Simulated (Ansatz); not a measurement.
SiC: Si → Mn

Start from SiC in the wurtzite structure (space group P6_3mc, No. 186; a = 3.075 Å, c = 5.048 Å).

The change: full substitution Si → Mn, then cell and atoms are relaxed.

All numbers come from r2SCAN in Ansatz (plane waves to 500 eV, PAW, no spin-orbit coupling). Settings: 16×16×12 k-points, 0.05 eV Fermi–Dirac smearing, for the changed cell.

Volume per atom: 10.27 Å³ (base 10.34 Å³)
Space group: P6_3/mmc (No. 194) (base P6_3mc (No. 186))
Shortest interatomic distance: 1.988 Å (base 1.883 Å)
Band gap: zero (base 2.65 eV)
Magnetic state: ferromagnetic (base not spin-polarised)
Largest site moment: 2.50 μB (base 0.00 μB)

Final structure:

```yaml
crystal:
  lattice:
    - [3.44252, 0.00000, 0.00000]
    - [-1.72126, 2.98131, 0.00000]
    - [0.00000, 0.00000, 4.00406]
  atoms:
    - { symbol: Mn, position: [0.66667, 0.33333, 0.25000] }
    - { symbol: Mn, position: [0.33333, 0.66667, 0.75000] }
    - { symbol: C, position: [0.66667, 0.33333, 0.75000] }
    - { symbol: C, position: [0.33333, 0.66667, 0.25000] }
```

Other magnetic orders, which the real material may have, were not ruled out. Whether these cells are dynamically stable was not tested. As relaxed here, MnC is a hypothetical phase, not in the database extracts checked.

Ansatz is an electronic-structure program.
